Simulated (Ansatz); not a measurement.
A computed series for SiC: response to strain

Base system: SiC (space group P6_3mc, No. 186).

```yaml
crystal:
  lattice:
    - [3.07808, 0.00000, 0.00000]
    - [-1.53904, 2.66570, 0.00000]
    - [0.00000, 0.00000, 10.07605]
  atoms:
    - { symbol: Si, position: [0.00000, 0.00000, 0.50032] }
    - { symbol: Si, position: [0.00000, 0.00000, 0.00032] }
    - { symbol: Si, position: [0.33333, 0.66667, 0.25025] }
    - { symbol: Si, position: [0.66667, 0.33333, 0.75025] }
    - { symbol: C, position: [0.00000, 0.00000, 0.31286] }
    - { symbol: C, position: [0.00000, 0.00000, 0.81286] }
    - { symbol: C, position: [0.33333, 0.66667, 0.06221] }
    - { symbol: C, position: [0.66667, 0.33333, 0.56221] }
```

Strains are applied to the cell and any free atomic positions relax.

Method: Ansatz (a quantum-chemistry and plane-wave program) PBEsol, scalar-relativistic without spin-orbit coupling.

Notes on the quantities. pressure: mean of the normal stresses, compression positive.

```json
[
 {"isotropic strain (%)": "-3", "pressure (GPa)": "24.2"},
 {"isotropic strain (%)": "-2.25", "pressure (GPa)": "?"},
 {"isotropic strain (%)": "-1.5", "pressure (GPa)": "11.0"},
 {"isotropic strain (%)": "-0.75", "pressure (GPa)": "5.2"},
 {"isotropic strain (%)": "0", "pressure (GPa)": "0.0"}
]
```

### Question
Fit P = P₀ − Bδ + Cδ² with δ = (1 + ε)³ − 1 to the rows shown and predict the withheld row.

### Answer
Least squares on the printed values gives P₀ = 0.0 GPa, B = 218 GPa (at held cell shape), C = 676 GPa (largest residual 0.0 GPa); this predicts 17.3 GPa, and the run gives 17.3 GPa, in agreement.

Stability against distortions was not tested.
